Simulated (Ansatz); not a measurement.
The starting structures come from a database of crystals and need not be the phases stable at ambient conditions.

```yaml
crystal:
  lattice:
    - [6.34949, 0.00239, 0.00000]
    - [2.74553, 6.29046, 0.00000]
    - [0.00000, 0.00000, 7.01329]
  atoms:
    - { symbol: Hg, position: [0.58118, 0.75782, 0.86601] }
    - { symbol: Hg, position: [0.41882, 0.24218, 0.13399] }
    - { symbol: Hg, position: [0.41882, 0.74218, 0.36601] }
    - { symbol: Hg, position: [0.58118, 0.25782, 0.63399] }
    - { symbol: Hg, position: [0.00000, 0.50000, 0.50000] }
    - { symbol: Hg, position: [0.00000, 0.00000, 0.00000] }
    - { symbol: Cl, position: [0.21389, 0.04690, 0.62703] }
    - { symbol: Cl, position: [0.78611, 0.95310, 0.37297] }
    - { symbol: Cl, position: [0.78611, 0.45310, 0.12703] }
    - { symbol: Cl, position: [0.21389, 0.54690, 0.87297] }
    - { symbol: O, position: [0.67240, 0.56120, 0.60507] }
    - { symbol: O, position: [0.32760, 0.43880, 0.39493] }
    - { symbol: O, position: [0.32760, 0.93880, 0.10507] }
    - { symbol: O, position: [0.67240, 0.06120, 0.89493] }
```

Space group of this cell: P2_1/c. The cell was relaxed by PBE-D3(BJ); by r2SCAN its mean pressure is -0.9 GPa.

Transport runs along the normal of the first two printed cell vectors.

The gap is the functional's own, uncorrected, and κ follows it; spin-orbit coupling is left out. Mid-gap values are interpolated between the computed energies.

**Question.** Give the band gap and the smallest decay constant κ at mid-gap that r2SCAN run with Ansatz (a program for electronic structure) yields.

**Answer.** Gap 0.52 eV on a 6×6×4 mesh; κ = 0.162 1/Å, at the zone centre.
